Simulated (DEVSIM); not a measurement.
Device: Si p-n junction from an implanted or diffused profile, at 300 K.

```tsv
layer (left to right)	material	thickness (μm)	Nd (cm⁻³)	τn (s)	τp (s)
1	Si	12.0	3.3e16	0.00023	0.00023
```

Added acceptor profile: 2.2e18 cm⁻³ × exp(−(x − 0 μm)²/(2·(0.1 μm)²)). Left contact: ohmic. Right contact: ohmic. Voltage is applied to the left contact. Recombination: SRH at mid-gap, Auger. Gap narrowing is on: ΔEg = 6.92 meV × (l + √(l² + 0.5)), l = ln(N/1.3e17 cm⁻³), shared equally by both band edges. Mobility is μmin + (μ − μmin)/(1 + (N/Nref)^α).

Constants are typed, rounded textbook-type inputs, not results; the design itself was drawn at random and stands for no fabricated device. Values at 300 K.

```tsv
parameter	Si
gap (eV)	1.124
affinity (eV)	4.05
permittivity	11.7
Nc (cm⁻³)	2.86e19
Nv (cm⁻³)	3.1e19
μn (cm²/Vs)	1417
μp (cm²/Vs)	470
μn,min	52
μp,min	45
Nref,n	9.7e16
Nref,p	2.2e17
αn	0.68
αp	0.72
Cn (cm⁶/s)	2.8e-31
Cp (cm⁶/s)	9.9e-32
```

Simulated with DEVSIM: 1D drift-diffusion, Boltzmann statistics, complete ionisation; no tunnelling, impact ionisation, image-force lowering or self-heating.

Task: Tabulate band edges, carrier densities and field at zero bias.

Result: Energies count from the Fermi level of the right contact; mesh points crowd at the junctions.

```csv
x (μm),Ec (eV),Ev (eV),n (cm⁻³),p (cm⁻³),field (V/cm)
0.000,1.015,-0.069,250,2.2e18,-55
0.01872,1.015,-0.069,250,2.1e18,-370
0.04655,1.014,-0.072,270,1.9e18,-910
0.08318,1.011,-0.078,300,1.5e18,-1600
0.1540,0.999,-0.100,470,6.4e17,-3200
0.2220,0.968,-0.146,1600,1.1e17,-14000
0.2860,0.707,-0.414,3.7e7,3.4e12,-58000
0.3720,0.297,-0.825,2.9e14,420000,-31000
0.4360,0.189,-0.934,1.9e16,6400,-5800
0.5184,0.175,-0.948,3.2e16,3700,-180
0.6776,0.175,-0.948,3.3e16,3700,≈ 0
1.187,0.175,-0.948,3.3e16,3700,≈ 0
2.092,0.175,-0.948,3.3e16,3700,≈ 0
3.832,0.175,-0.948,3.3e16,3700,≈ 0
8.012,0.175,-0.948,3.3e16,3700,≈ 0
9.931,0.175,-0.948,3.3e16,3700,≈ 0
10.97,0.175,-0.948,3.3e16,3700,≈ 0
11.48,0.175,-0.948,3.3e16,3700,≈ 0
11.80,0.175,-0.948,3.3e16,3700,≈ 0
11.91,0.175,-0.948,3.3e16,3700,≈ 0
11.97,0.175,-0.948,3.3e16,3700,≈ 0
12.00,0.175,-0.948,3.3e16,3700,≈ 0
```
